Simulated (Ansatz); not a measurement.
Seebeck coefficient (μV/K, mean over directions) of n-type NaYS$_{2}$ (R-3m) against carrier density, Ansatz (a first-principles code) with PBEsol, rigid bands. Computed gap 2.14 eV; densities at which minority carriers matter at this gap, or further valleys turn the trend, are left out. Conductivity mass 0.55 mₑ (harmonic mean over directions), N_c = 4.2e19 cm⁻³ at 300 K.

```json
[
 {"electron density": "1e16 cm⁻³", "300 K": "-933", "500 K": "?"},
 {"electron density": "1e17 cm⁻³", "300 K": "-735", "500 K": "-802"},
 {"electron density": "1e18 cm⁻³", "300 K": "-536", "500 K": "-603"},
 {"electron density": "3e18 cm⁻³", "300 K": "?", "500 K": "-509"},
 {"electron density": "1e19 cm⁻³", "300 K": "-340", "500 K": "-406"},
 {"electron density": "3e19 cm⁻³", "300 K": "-249", "500 K": "?"},
 {"electron density": "1e20 cm⁻³", "300 K": "-157", "500 K": "-215"},
 {"electron density": "3e20 cm⁻³", "300 K": "-89", "500 K": "-135"},
 {"electron density": "1e21 cm⁻³", "300 K": "-43", "500 K": "-70"}
]
```

Q: Some entries are withheld; supply them.

A: 
- 1e16 cm⁻³, 500 K: -1000
- 3e18 cm⁻³, 300 K: -442
- 3e19 cm⁻³, 500 K: -313

Rigid bands with a gap fixed in temperature, one relaxation time for all states, no polarons or phonon drag, and whether or not such doping can be reached. Spin-orbit coupling is left out.

Formula and space group known from diffraction (Crystallography Open Database), not checked to be the room-temperature form: NaYS2 (R-3m).
